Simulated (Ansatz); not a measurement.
The parent structure is CsSnI$_{3}$ in the cubic perovskite structure (space group Pm-3m, No. 221; a = 6.1304 Å).

Method: PBEsol (Ansatz, an electronic-structure program), no spin-orbit coupling.

One change was made to it. Results:

| quantity | base | after |
|---|---|---|
| band gap | 0.10 eV | zero |
| lattice parameter a | 6.130 Å | 4.681 Å |

What was done to the base?
A) pressure 100 GPa
B) pressure 30 GPa
C) pressure 50 GPa
D) pressure 7 GPa

A, pressure 100 GPa. For comparison, the lattice parameter a in the other runs: pressure 7 GPa gives 5.685 Å; pressure 30 GPa gives 5.186 Å; pressure 50 GPa gives 4.981 Å.

With I present, leaving out spin-orbit coupling can change the band edges. Load acts through the strain it causes; cell and atoms are relaxed under it. Stability against distortions was not tested. Competing high-pressure phases were not computed. The final runs are not spin-polarised. Many cubic perovskites are stable only at high temperature; tilts and polar distortions were not tested. A zero or small gap of CsSnI3 can be the functional's error rather than a property of the material.
